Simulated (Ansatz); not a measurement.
# MoS2: pressure series

Consider MoS₂ in the 2H-MoS2 type structure (space group P6_3/mmc, No. 194; a = 3.149 Å, c = 12.092 Å; layered, stacked along the Cartesian z axis).

Cell and atoms are relaxed at each pressure.

Method: PBE-D3(BJ) (Ansatz, a quantum-chemistry and plane-wave program), no SOC, earlier PAW set.

```tsv
change	volume per atom	smallest direct gap	width of the top valence band
base	17.31 Å³	1.70 eV	1.69 eV
pressure −2 GPa	18.44 Å³	1.67 eV	1.51 eV
pressure −1 GPa	17.73 Å³	1.68 eV	1.62 eV
pressure 0.9 GPa	17.01 Å³	1.72 eV	1.74 eV
pressure 2.1 GPa	16.69 Å³	1.74 eV	1.79 eV
pressure 4.5 GPa	16.19 Å³	1.78 eV	1.88 eV
pressure 9 GPa	15.49 Å³	1.73 eV	2.01 eV
pressure 15 GPa	14.80 Å³	1.46 eV	2.15 eV
pressure 22.5 GPa	14.14 Å³	–	–
pressure 30 GPa	13.60 Å³	–	–
```

A case with no gap was solved on a k-mesh chosen for an insulator, which is coarse for it. Load acts through the strain it causes; cell and atoms are relaxed under it. Stability against distortions was not tested. No other phases were tried under pressure. The final runs are not spin-polarised.
